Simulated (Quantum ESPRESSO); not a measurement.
Input and output of a self-consistent single point for Ga5Ni (I4/mcm, 12 atoms in the cell) (Quantum ESPRESSO).

Method: LDA (PZ), PSlibrary PAW (LDA) pseudopotentials (plane waves; Quantum ESPRESSO 7.5).

```yaml
crystal:
  lattice:
    - [-3.14072, 3.14072, 4.78887]
    - [3.14072, -3.14072, 4.78887]
    - [3.14072, 3.14072, -4.78887]
  atoms:
    - { symbol: Ga, position: [0.00000, 0.00000, 0.00000] }
    - { symbol: Ga, position: [0.50000, 0.50000, 0.00000] }
    - { symbol: Ga, position: [0.00711, 0.50711, 0.80068] }
    - { symbol: Ga, position: [0.99289, 0.49289, 0.19932] }
    - { symbol: Ga, position: [0.50711, 0.70643, 0.50000] }
    - { symbol: Ga, position: [0.49289, 0.29357, 0.50000] }
    - { symbol: Ga, position: [0.70643, 0.20643, 0.19932] }
    - { symbol: Ga, position: [0.29357, 0.79357, 0.80068] }
    - { symbol: Ga, position: [0.20643, 0.00711, 0.50000] }
    - { symbol: Ga, position: [0.79357, 0.99289, 0.50000] }
    - { symbol: Ni, position: [0.75000, 0.75000, 0.00000] }
    - { symbol: Ni, position: [0.25000, 0.25000, 0.00000] }
```

Reference input (self-consistent single point, DFT, LDA (PZ), plane waves, PSlibrary PAW (LDA) pseudopotentials): ecutwfc = 70 Ry; ecutrho = 420 Ry; occupations = smearing; smearing = marzari-vanderbilt; degauss = 0.0036749 Ry; potentials = {Ga: Ga.pz-dn-kjpaw_psl.1.0.0.UPF, Ni: Ni.pz-n-kjpaw_psl.1.0.0.UPF}; K_POINTS = automatic 4 4 4 1 1 1; conv_thr = 1e-09 Ry. This run's input differs from it in these lines:

```diff
@@ -12,4 +12,4 @@
  ntyp = 2
- ecutwfc = 70
- ecutrho = 420
+ ecutwfc = 28
+ ecutrho = 168
  occupations = 'smearing'
```

Log, with long lists cut:

```
     Self-consistent Calculation

     iteration #  1     ecut=    28.00 Ry     beta= 0.70

     total energy              =   -3083.29302702 Ry
     estimated scf accuracy    <       2.25909912 Ry

     iteration #  2     ecut=    28.00 Ry     beta= 0.70

     total energy              =   -3078.24443170 Ry
     estimated scf accuracy    <     104.36884040 Ry

     iteration #  3     ecut=    28.00 Ry     beta= 0.70

     total energy              =   -3084.95197789 Ry
     estimated scf accuracy    <       0.37350537 Ry

   [... 6 blocks of this kind left out ...]

     iteration # 10     ecut=    28.00 Ry     beta= 0.70

     total energy              =   -3084.97476441 Ry
     estimated scf accuracy    <          1.0E-09 Ry

     iteration # 11     ecut=    28.00 Ry     beta= 0.70
     End of self-consistent calculation

     the Fermi energy is    11.6467 ev

!    total energy              =   -3084.97476441 Ry
     estimated scf accuracy    <          2.1E-10 Ry
     smearing contrib. (-TS)   =       0.00009232 Ry
     internal energy E=F+TS    =   -3084.97485673 Ry

     convergence has been achieved in  11 iterations

     Forces acting on atoms (cartesian axes, Ry/au):

     atom    1 type  1   force =    -0.00000000    0.00000000   -0.00000000
     atom    2 type  1   force =     0.00000000   -0.00000000    0.00000000
     atom    3 type  1   force =     0.00380683    0.00380683    0.00429562
     atom    4 type  1   force =    -0.00380683   -0.00380683   -0.00429562
     atom    5 type  1   force =    -0.00380683    0.00380683    0.00429562
   [... lines left out ...]

     Total force =     0.019481     Total SCF correction =     0.000028

          total   stress  (Ry/bohr**3)                   (kbar)     P=      -54.95
  -0.00038596   0.00000000   0.00000000          -56.78        0.00        0.00
   0.00000000  -0.00038596  -0.00000000            0.00      -56.78       -0.00
   0.00000000  -0.00000000  -0.00034881            0.00       -0.00      -51.31

   JOB DONE.
```

The run converged in 11 iterations. Against the reference run the free energy rises by 528 meV/atom, the pressure goes from -4.01 to -5.50 GPa and the largest force goes from 0.093 to 0.177 eV/Å.

The starting cell comes from a database of computed structures (which also holds hypothetical and non-ambient phases and stackings), without a prior relaxation at this level. Spin polarisation is off. At the lowered cutoff the pressure carries the error of an incomplete plane-wave basis.

Cost on one core of a shared machine: roughly 3 min.
